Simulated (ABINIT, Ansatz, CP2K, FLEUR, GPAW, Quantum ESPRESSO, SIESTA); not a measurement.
**KZnF3 (Pm-3m, 5 atoms in the cell) computed with different codes at matched settings**

Self-consistent single point.

```xyz
5
Lattice="3.9937 0.0000 0.0000 0.0000 3.9937 0.0000 0.0000 0.0000 3.9937" Properties=species:S:1:pos:R:3 pbc="T T T"
K      0.0000     0.0000     0.0000
Zn     1.9969     1.9969     1.9969
F      1.9969     0.0000     1.9969
F      0.0000     1.9969     1.9969
F      1.9969     1.9969     0.0000
```

Shared settings, as Ansatz (an electronic-structure program) writes them: kpoints.mp_grid.grid = 4 4 4; scf.occupations.method = fermi_dirac; scf.occupations.width = 0.0007 Ry. Potentials and cutoffs stand in the table.

```csv
code,model,pressure (GPa),gap on the mesh (eV),cutoff
SIESTA,"LDA PW92, numerical atomic orbitals TZP, PseudoDojo LDA standard norm-conserving potentials (rewritten from UPF to PSML)",-5.02,4.064,grid 350 Ry
FLEUR,"LDA (Perdew-Zunger), all-electron FLAPW (FLEUR), scalar-relativistic valence",–,3.770,Kmax 4.8 1/bohr
Ansatz,"LDA (PW92), default PAW files made with PBE",-2.31,3.748,default
GPAW,"LDA (Perdew-Wang 92), GPAW PAW datasets LDA (gpaw-data 1.0.1)",–,3.682,900 eV
Quantum ESPRESSO,"LDA (PZ), GBRV 1.5 ultrasoft (LDA) pseudopotentials",-1.34,3.726,50 Ry
CP2K,"LDA (Pade form), GPW, DZVP-MOLOPT-SR-GTH basis, GTH-PADE potentials (GTH_POTENTIALS)",-0.28,3.663,grid 600 Ry
ABINIT,"LDA (PW92), PAW (JTH v2.0 LDA PAW)",-2.16,3.711,30 Ha
```

A dash marks a value that a program does not give, or that is left out as unsure.

Gaps are read on the mesh.

The spread over the programs that give each value: pressure within 4.74 GPa; gap on the mesh within 0.401 eV.

SIESTA and CP2K use small atom-centred bases, whose incompleteness enters pressures, forces and empty levels differently from a plane-wave cutoff. FLEUR treats all electrons, but the usual bases taken here (sphere radii, linearisation, local orbitals, empty states) were not tested for convergence, so the values are no reference for the others. Ansatz's pressure is given at a fixed set of plane waves, as the other plane-wave codes print theirs; with its correction for the finite basis it is -1.41 GPa (the shift of 0.89 GPa shows how far the cutoff is from converged). The pressure of GPAW is left out: its cutoff lies under the one at which its stress was checked. The same LDA comes in different parametrisations, which differ slightly. In the pressure, SIESTA (by 2.86) and CP2K (by 1.88) lie more than 1 GPa from the median of the plane-wave programs. In the gap, SIESTA (by 0.346) lies more than 0.12 eV from the median of the plane-wave programs.

The starting cell has typed, rounded lattice constants, without a prior relaxation at this level. Its lattice was rescaled by a random factor within 2.5 % of one.

Left out of this page: Elk (unsound by tests on forces, stress, charge or solver warnings).

Keys are those of Ansatz 0.2.
